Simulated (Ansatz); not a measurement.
Effect of biaxial strain −0.42 %, plane normal [111], relaxed out of plane on Cs

The reference is Cs in the bcc (W type) structure (space group Im-3m, No. 229; a = 6.0072 Å; relaxed with 0.1 eV smearing). Axes: x, y, z lie along the cube axes.

Perturbation: biaxial strain −0.42 %, plane normal [111], relaxed out of plane (Cartesian); in-plane vectors clamped, the third vector and the atoms free.

Computed with Ansatz (an electronic-structure program) PBEsol, no spin-orbit coupling. k-mesh 16×16×16 (Γ-centred); smearing 0.1 eV (Fermi–Dirac).

| quantity | base | changed | shift |
|---|---|---|---|
| volume per atom | 108.39 Å³ | 107.70 Å³ | -0.683 Å³ |
| space group | Im-3m (No. 229) | R-3m (No. 166) | – |
| energy relative to the base (free energy F) | 0 meV/atom | +0.1 meV/atom | +0.1 meV/atom |
| pressure (mean of the normal stresses, compression positive) | 0.0 GPa | 0.0 GPa | 0.0 GPa |
| band gap | zero | zero | – |
| out-of-plane strain | – | +0.21 % | – |
| mean in-plane stress (compression positive) | – | 0.0 GPa | – |

Cost of the whole job for the changed cell (relaxation, final SCF and bands): about 2.0 core-minutes (a rough figure).

Stability against distortions was not tested. All final runs are without spin polarisation.
